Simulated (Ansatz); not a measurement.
Take GaN in the wurtzite structure (space group P6_3mc, No. 186; a = 3.183 Å, c = 5.185 Å) as the base.

All numbers come from PBEsol (Ansatz, a program for electronic structure, PAW, scalar-relativistic without spin-orbit coupling).

Base values:

```
Quantity                                      Value
-----------------------------  --------------------
Width of the top valence band               2.82 eV
Band gap                                    1.88 eV
Valence-band top at Γ          0.00, 0.00, -0.04 eV
Gap character                           direct at Γ
```

Perturbation: the cell is scaled by 1.0240 in all directions, atoms relaxed at fixed cell.

Question: Estimate the effect on the width of the top valence band, band gap, valence-band top at Γ and gap character.

Answer: The width of the top valence band decreases by 0.24 eV (2.82 eV → 2.58 eV); the band gap decreases by 0.465 eV, from 1.88 eV to 1.41 eV; the valence-band top at Γ (three highest levels, from the VBM) changes from 0.00, 0.00, -0.04 eV to 0.00, 0.00, -0.03 eV; the gap character is still direct at Γ.

The cells carry an imposed strain or load. Whether these cells are dynamically stable was not tested.
